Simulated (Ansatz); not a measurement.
Base system: SiC in the wurtzite structure (space group P6_3mc, No. 186).

```yaml
crystal:
  lattice:
    - [3.07595, 0.00000, 0.00000]
    - [-1.53798, 2.66385, 0.00000]
    - [0.00000, 0.00000, 5.04778]
  atoms:
    - { symbol: Si, position: [0.33333, 0.66667, 0.99959] }
    - { symbol: Si, position: [0.66667, 0.33333, 0.49959] }
    - { symbol: C, position: [0.33333, 0.66667, 0.37541] }
    - { symbol: C, position: [0.66667, 0.33333, 0.87541] }
```

Computed with PBEsol, PAW, 420 eV (Ansatz, a first-principles code; no spin-orbit coupling).

Strains are applied to the cell and any free atomic positions relax.

One change was made to it. Results:

| quantity | base | after |
|---|---|---|
| band gap | 2.12 eV | 1.99 eV |
| smallest direct gap | 3.86 eV | 4.00 eV |
| valence-band top at Γ (three highest levels, from the VBM) | 0.00, 0.00, -0.11 eV | 0.00, 0.00, -0.12 eV |
| width of the top valence band | 3.93 eV | 4.10 eV |

**Question.** What was done to the base?
(A) isotropic strain −1.20 %
(B) isotropic strain −0.60 %
(C) isotropic strain −2.40 %

**Answer.** C, isotropic strain −2.40 %. For comparison, the band gap in the other runs: isotropic strain −0.60 % gives 2.09 eV; isotropic strain −1.20 % gives 2.06 eV.

No phonon test of stability was made.
